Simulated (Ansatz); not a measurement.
A computed series for InP: carrier doping

Take InP in the zinc blende structure (space group F-43m, No. 216) as the base.

```yaml
crystal:
  lattice:
    - [0.00000, 2.97990, 2.97990]
    - [2.97990, 0.00000, 2.97990]
    - [2.97990, 2.97990, 0.00000]
  atoms:
    - { symbol: P, position: [0.75000, 0.75000, 0.75000] }
    - { symbol: In, position: [0.00000, 0.00000, 0.00000] }
```

Carriers are added at fixed cell with a uniform background; the Fermi–Dirac width is that of 300 K.

Level of theory: PBE (Ansatz, a program for electronic structure, PAW, no spin-orbit coupling), earlier PAW set.

Candidates:
(a) electrons 3.0×10^21 cm⁻³
(b) electrons 7.0×10^21 cm⁻³
(c) electrons 1.0×10^22 cm⁻³
(d) holes 3.0×10^21 cm⁻³

Notes on the quantities. Fermi level from band edge: Fermi level relative to the doped band's edge (positive inside the band; to 0.05 eV).

Q: Order them by Fermi level from band edge, highest first.

A: (c) electrons 1.0×10^22 cm⁻³ (+1.85 eV), (b) electrons 7.0×10^21 cm⁻³ (+1.70 eV), (a) electrons 3.0×10^21 cm⁻³ (+1.45 eV), (d) holes 3.0×10^21 cm⁻³ (+0.45 eV)

Charged cell with a jellium background: band edges are those of the host's band count, energies are not comparable with the neutral cell, and many-body gap narrowing is missing. No phonon test of stability was made.
